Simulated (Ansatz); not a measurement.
## Effect of pressure 3 GPa on BaTiO3

Consider BaTiO3 (space group P4mm, No. 99; a = 3.9723 Å, c = 4.1128 Å).

Now apply this change: a hydrostatic pressure of 3 GPa.

The values are results of r2SCAN in Ansatz (plane waves to 500 eV, PAW, no SOC), not measurements. Settings: 8×8×8 k-points, 0.05 eV Fermi–Dirac smearing.

```csv
quantity,base,changed,shift
volume per atom,12.98 Å³,12.68 Å³,-0.30 Å³
density,5.97 g/cm³,6.11 g/cm³,+0.14 g/cm³
c/a ratio,1.035,1.021,-0.014
shortest interatomic distance,1.821 Å,1.840 Å,+0.019 Å
enthalpy H = E + PV relative to the base's energy,–,+0.24 eV/atom,–
band gap,2.23 eV,2.25 eV,+0.02 eV
gap character,"indirect, A → Γ","indirect, A → Γ",–
mean gap deformation potential ΔEg/Δln V,–,-1.0 eV,–
```

Final structure:

```yaml
crystal:
  lattice:
    - [3.95927, 0.00000, 0.00000]
    - [0.00000, 3.95927, 0.00000]
    - [0.00000, 0.00000, 4.04339]
  atoms:
    - { symbol: Ti, position: [0.50000, 0.50000, 0.44664] }
    - { symbol: Ba, position: [0.00000, 0.00000, 0.93047] }
    - { symbol: O, position: [0.50000, 0.50000, 0.90177] }
    - { symbol: O, position: [0.50000, 0.00000, 0.41357] }
    - { symbol: O, position: [0.00000, 0.50000, 0.41357] }
```

Load acts through the strain it causes; cell and atoms are relaxed under it. Stability against distortions was not tested. The final runs are not spin-polarised.

Ansatz is a first-principles code.
